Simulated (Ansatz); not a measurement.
System: RuIr (model structure, started from the CuAu type, P4/mmm, No. 123, 2 atoms in the cell). Method: LDA in Ansatz (plane waves, PAW).

Numerical settings: plane-wave cutoff 520 eV, 20×20×16 k mesh (along the axes of the cell as run), Fermi–Dirac smearing 0.05 eV, no spin polarisation, scalar-relativistic PAW data made under PBE.

Cell (relaxed at this level):

```
CELL_PARAMETERS angstrom
      2.66735     0.00000     0.00000
      0.00000     2.66735     0.00000
      0.00000     0.00000     3.78285
ATOMIC_POSITIONS crystal
  Ru 0.50000 0.50000 0.50000
  Ir 0.00000 0.00000 0.00000
```

Question: Estimate the bulk modulus B0 that the calculation returns.

Answer: 
- bulk modulus B0: 388 GPa

Note: the run has no spin polarisation, so it can have missed a magnetic state; the bulk modulus is −V dP/dV from two relaxed cells at ±2 % in volume; the relaxation could raise the start's symmetry but not lower it, so the cell can be a saddle point.

Spin–orbit coupling is not included.

The result took roughly 3 core-minutes.

A model structure was made by putting elements into a prototype or built by hand; it is no filed structure, need not be a known phase, and can be a saddle point held by its symmetry.

Ansatz is an electronic-structure program.
